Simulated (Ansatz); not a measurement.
A15 V3Si (cubic form, which distorts at low temperature), treated with RPBE (Ansatz, a quantum-chemistry and plane-wave program, plane waves, PAW).

Numerical settings: plane-wave cutoff 520 eV, 12×12×12 k mesh, Fermi–Dirac smearing 0.05 eV, no spin polarisation, scalar-relativistic PAW data made under PBE.

The volume scan:

```tsv
V (Å³/atom)	E − E_lowest (meV/atom)
12.467	30.18
12.732	12.96
12.998	3.14
13.263	0.00
13.528	2.90
13.793	11.27
14.059	24.58
```

Estimate the bulk modulus and its pressure derivative from these points.

V0 = 13.264 Å³/atom, B0 = 182 GPa, B′ = 4.0 (fit to the energies at full precision).

Measured, for comparison: bulk modulus 171 GPa (300 K, no zero-point or thermal correction, our sources range from 171 to 176; as tabulated in Lu and Klein (1997), arXiv:cond-mat/9704251); equilibrium volume per atom 13.18 Å³/atom (temperature not stated, no zero-point or thermal correction; as tabulated in Zeng et al. (2023), arXiv:2309.11055). Computed (rounded) less measured: bulk modulus +6 % (+3 % to +6 % over the range), equilibrium volume per atom +0.6 %. A static lattice is as a rule a little smaller and stiffer than an uncorrected measurement, which narrows the difference in the bulk modulus and would widen misses of the other sign.

Note: symmetry holds this phase in the static calculation, where it need not be a minimum.

Static lattice: no zero-point or thermal effects.
